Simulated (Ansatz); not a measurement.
**CaF2, pressure series**

The parent structure is CaF$_{2}$ in the fluorite structure (space group Fm-3m, No. 225; a = 5.421 Å).

Cell and atoms are relaxed at each pressure.

Level of theory: plane-wave PAW DFT at the PBEsol level (Ansatz, a program for electronic structure, 420 eV), no SOC.

Notes on the quantities. band gap: an upper bound: an edge found on the path is not a true extremum; the base alone.

```json
[
 {"case": "base", "band gap": "7.25 eV", "density": "3.26 g/cm³"},
 {"case": "pressure −2 GPa", "band gap": "7.11 eV", "density": "3.18 g/cm³"},
 {"case": "pressure −1 GPa", "band gap": "7.18 eV", "density": "3.22 g/cm³"},
 {"case": "pressure 0.3 GPa", "band gap": "7.27 eV", "density": "3.27 g/cm³"},
 {"case": "pressure 0.7 GPa", "band gap": "7.29 eV", "density": "3.28 g/cm³"},
 {"case": "pressure 1.5 GPa", "band gap": "7.35 eV", "density": "3.31 g/cm³"},
 {"case": "pressure 3 GPa", "band gap": "7.44 eV", "density": "3.36 g/cm³"},
 {"case": "pressure 5 GPa", "band gap": "7.55 eV", "density": "3.43 g/cm³"},
 {"case": "pressure 7.5 GPa", "band gap": "7.69 eV", "density": "3.50 g/cm³"},
 {"case": "pressure 10 GPa", "band gap": "7.81 eV", "density": "3.58 g/cm³"}
]
```

Load acts through the strain it causes; cell and atoms are relaxed under it. Whether these cells are dynamically stable was not tested. No other phases were tried under pressure.
